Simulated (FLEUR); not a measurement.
Tetragonal strain at fixed volume: rock-salt BaTe (space group 225) (FLEUR, LDA)

```xyz
2
Lattice="0.0000 3.3488 3.6131 3.3488 0.0000 3.6131 3.3488 3.3488 0.0000" Properties=species:S:1:pos:R:3 pbc="T T T"
Ba     0.0000     0.0000     0.0000
Te     3.3488     3.3488     3.6131
```

Method: FLEUR with LDA (Perdew-Zunger), all-electron FLAPW (FLEUR), scalar-relativistic valence. Settings: Kmax = 4.33 1/bohr; GmaxXC = 13 1/bohr; xcFunctional = pz; jspins = 1; l_soc = F; mode = hist; fermiSmearingEnergy = 0.00036749 Htr; mesh (inpgen div1-3) = 10 10 10; inpgen gamma flag = true; Gmax = 13 1/bohr; numbands = 0; maxIterBroyd = 40; imix = Anderson; alpha = 0.05; precondParam = 0; minDistance = 1e-05 me/bohr^3. The cell above is the first row's. The rows deform the cubic crystal at fixed volume: two cube axes by 1 + δ, the third by (1 + δ)⁻². E is the free energy at the stated smearing above the cubic cell, and y = E/δ². In all rows fractional positions and the k mesh are held.

```
δ (%)  y (meV/atom per %²)
-----  -------------------
-2.5                     ?
-2.0                 5.675
-1.5                 5.740
-1.0                 5.812
1.0                  6.148
1.5                  6.245
2.0                  6.348
2.5                  6.456
```

Taking a straight line for y over the 7 complete rows: Means: δ 0.35714, y 6.0606. About the means, the sum of products is 3.4281 and the sum of squares of δ is 19.857; the slope is their ratio. Least squares gives y = 5.9989 + 0.17264·δ. Residuals (row less fit): 0.0214, 0.0001, -0.0143, -0.0235, -0.0129, 0.0038, 0.0255; standard error 0.0202 (degrees of freedom: 5). To second order E = 3(C11 - C12)·V·δ², so the intercept gives, with V = 40.518 Å^3/atom and δ in per cent, C11 - C12 = 5.9989 × 10⁴ × 0.160218 / (3 × 40.518) = 79 GPa. The slope measures the third-order term; a fourth-order term enters the intercept as a small bias.

### Question
Estimate the missing y (δ = -2.5); what did the run itself give?

### Answer
y = 5.9989 + 0.17264 × (-2.5) = 5.5673 meV/atom per %². The calculation gives 5.615 meV/atom per %², 0.0477 meV/atom per %² above the prediction (5.7 % of the range of y in the table). The row lies outside the fitted rows, so this is an extrapolation. From the scatter of the fitted rows alone, a prediction at this place has a standard error of 0.0252 meV/atom per %², so the miss is 1.9 times that.

Carrying the step between the two nearest rows on in a straight line would have given 5.610, off by 0.005; series whose last step already gives the withheld value aren't shown. The reference cell has the volume at which an earlier scan in this program and functional put its minimum by a fit (its basis settings may differ). The runs keep the symmetry of the cell, so they don't test it for distortions. Values depend on the basis (sphere radii, cutoffs, local orbitals), which need not be converged. Spin-orbit coupling is off. Cutoffs and mesh are single choices, not tested for convergence of this quantity. Series with a scatter that would blur these digits, or in which a gap closes, are not shown. Strain series were run only where this level's volume lies within 10 % of a first guess from the measured size.
